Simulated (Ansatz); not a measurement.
System: AlB2-type TiB₂. Method: RPBE (plane waves, PAW; Ansatz, an electronic-structure program).

Numerical settings: plane-wave cutoff 520 eV, 24×24×20 k mesh (along the axes of the cell as run), Fermi–Dirac smearing 0.053 eV (set by the program), no spin polarisation, scalar-relativistic PAW data made under PBE.

Computed at the level's own relaxed cell.

Hill averages of the elastic tensor: K = 241.6 GPa, G = 247.6 GPa. Volume 8.715 Å³/atom, mean atomic mass 23.163 u.

**Question.** Work out the density, the sound velocities of a polycrystal and the elastic Debye temperature, and Pugh's ratio at this level.

**Answer.** ρ = 1.66054 × 23.163/8.715 = 4.413 g/cm³. v_l = √[(K + 4G/3)/ρ] = 11.382 km/s and v_t = √(G/ρ) = 7.490 km/s. The mean follows from 3/v_m³ = 1/v_l³ + 2/v_t³: v_m = 8.202 km/s. Θ_D = (ħ/k_B) v_m (6π²/V)^(1/3) = 76.38 K Å s/km × 8.202 × 1.8941 Å⁻¹ = 1187 K, counting all atoms of the cell. K/G = 0.98, to be set beside Pugh's rough bound of 1.75 between brittle and ductile metals.
